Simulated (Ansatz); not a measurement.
## PbSe (Cmcm, No. 63, 4 atoms in the cell; start mp-1063670; high-pressure phase)

Calculation: r²SCAN+rVV10 (Ansatz, an electronic-structure program, PAW).

Run with plane-wave cutoff 500 eV, 10×10×10 k mesh, Fermi–Dirac smearing 0.05 eV, scalar-relativistic PAW data made under PBE.

Cell (relaxed at this level):

```yaml
crystal:
  lattice:
    - [2.13813, -5.99508, 0.00000]
    - [2.13813, 5.99508, 0.00000]
    - [0.00000, 0.00000, 4.43265]
  atoms:
    - { symbol: Pb, position: [0.62850, 0.37150, 0.75000] }
    - { symbol: Pb, position: [0.37150, 0.62850, 0.25000] }
    - { symbol: Se, position: [0.86269, 0.13731, 0.75000] }
    - { symbol: Se, position: [0.13731, 0.86269, 0.25000] }
```

```json
{
  "band_gap": "1.18 eV (on the SCF k mesh)"
}
```

Note: the relaxation could not lower the start's symmetry, so the cell can be a saddle point above a distorted one.

Spin–orbit coupling is not included; with these elements it can move the gap by several tenths of an eV or more.

The computed numbers hold no vibrational or temperature effects.

Cost on a shared machine: roughly 7 core-minutes.

A start named mp-… is a Materials Project structure, which need not be a measured phase.
